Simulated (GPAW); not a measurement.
GPAW run on PbO2 (P4_2/mnm, 6 atoms in the cell): self-consistent single point.

Method of the run: LDA (Perdew-Wang 92), GPAW PAW datasets LDA (gpaw-data 1.0.1) (plane waves; GPAW).

```
PbO2
1.0
    4.94851     0.00000     0.00000
    0.00000     4.94851     0.00000
    0.00000     0.00000     3.37730
Pb O
2 4
Cartesian
  0.00000   0.00000   0.00000
  2.47425   2.47425   1.68865
  1.52132   1.52132   0.00000
  3.42719   3.42719   0.00000
  0.95293   3.99557   1.68865
  3.99557   0.95293   1.68865
```

Reference input (self-consistent single point, DFT PBE, plane waves, GPAW PAW datasets PBE (gpaw-data 1.0.1)): mode = pw; ecut = 900 eV; xc = PBE; kpts = 6 6 9; mesh shift (steps) = 0 0 0; occupations.name = methfessel-paxton; occupations.width = 0.1 eV; occupations.order = 0; nbands = -12; convergence.density = 1e-05 e/electron; convergence.energy = 1e-05 eV/electron; symmetry.symmorphic = false. This run's input differs from it in these lines:

```diff
@@ -17,3 +17,3 @@
 calc = GPAW(mode=PW(900),
-            xc='PBE',
+            xc='LDA',
             kpts={'size': (6, 6, 9), 'gamma': True},
```

Its files differ too (potentials: GPAW PAW datasets LDA (gpaw-data 1.0.1)).

Log, with long lists cut:

```
     iter     time        total  log10-change:
                         energy   eigst   dens
iter:   1 --:--:--   -43.555747
iter:   2 --:--:--   -42.109795   -0.77  -0.91
iter:   3 --:--:--   -38.521793   -0.53  -0.97
iter:   4 --:--:--   -38.692476   -0.77  -1.32
iter:   5 --:--:--   -38.336078   -1.91  -1.54
iter:   6 --:--:--   -38.340718   -3.49  -2.19
iter:   7 --:--:--   -38.340362   -4.61  -2.53
iter:   8 --:--:--   -38.338309   -3.47  -2.55
iter:   9 --:--:--   -38.337665   -5.08  -3.01
iter:  10 --:--:--   -38.337611   -5.28  -3.48
iter:  11 --:--:--   -38.337626c  -5.95  -3.53
iter:  12 --:--:--   -38.337631c  -6.83  -4.08
iter:  13 --:--:--   -38.337627c  -7.38  -4.19
iter:  14 --:--:--   -38.337623c  -7.07  -4.31
iter:  15 --:--:--   -38.337622c  -7.97c -4.36
iter:  16 --:--:--   -38.337622c  -8.45c -4.41
iter:  17 --:--:--   -38.337622c  -6.93  -4.49
iter:  18 --:--:--   -38.337622c  -8.72c -4.81
iter:  19 --:--:--   -38.337621c  -9.01c -4.86
iter:  20 --:--:--   -38.337622c  -8.48c -4.94
iter:  21 --:--:--   -38.337622c  -9.30c -4.93
iter:  22 --:--:--   -38.337622c  -9.56c -4.95
iter:  23 --:--:--   -38.337622c  -9.52c -4.97
iter:  24 --:--:--   -38.337622c  -9.65c -5.00c
Converged after 24 iterations.

Dipole moment: (0.000004, 0.000004, 0.000000) |e|*Ang

Energy contributions relative to reference atoms: (reference = -1142053.499535)

Kinetic:        +66.977413
Potential:      -60.036868
External:        +0.000000
XC:             -45.398695
Entropy (-ST):   -0.001210
Local:           +0.121133
SIC:             +0.000000
--------------------------
Free energy:    -38.338227
Extrapolated:   -38.337622

Showing only first 2 kpts
 Kpt  Band  Eigenvalues  Occupancy
  0    24      4.29081    2.00000
  0    25      4.30451    2.00000
  0    26      4.96299    0.78610
  0    27      9.26309    0.00000

  1    24      4.34424    2.00000
  1    25      4.87671    1.65724
  1    26      5.10728    0.02078
  1    27      9.36712    0.00000

Fermi level: 4.94380

Gap: 0.086 eV
Transition (v -> c):
   [... lines left out ...]
Direct gap: 0.198 eV
   [... lines left out ...]
  0 Pb    0.00000    0.00000    0.00000
  1 Pb   -0.00000    0.00000    0.00000
  2 O     0.00776    0.00776    0.00000
  3 O    -0.00776   -0.00776    0.00000
  4 O    -0.00776    0.00776    0.00000
  5 O     0.00776   -0.00776    0.00000

Stress tensor:
     0.009503     0.000000     0.000000
     0.000000     0.009503     0.000000
     0.000000     0.000000     0.009245
Stress (GPa, Voigt): [1.5225 1.5225 1.4812 0.     0.     0.    ]
```

The run converged in 24 iterations. GPAW prints stress with tension positive. Against the reference run the largest force goes from 0.085 to 0.011 eV/Å.

At such cutoffs GPAW's stress carries a finite-basis (Pulay) error, which enters relaxed cells too; its log prints stress with tension positive.

The starting cell comes from a database of computed structures (which also holds hypothetical and non-ambient phases and stackings), without a prior relaxation at this level. Its lattice was rescaled by a random factor within 2.5 % of one. Spin-orbit coupling is off. The run gives no clean gap (levels at the Fermi energy touch, overlap or are partly filled at this smearing), which alone does not show that the compound is a metal. The log's line on a gap gives a spacing of levels on this mesh, which the program prints for metals too.

Cost on one core of a shared machine: roughly 2 min.
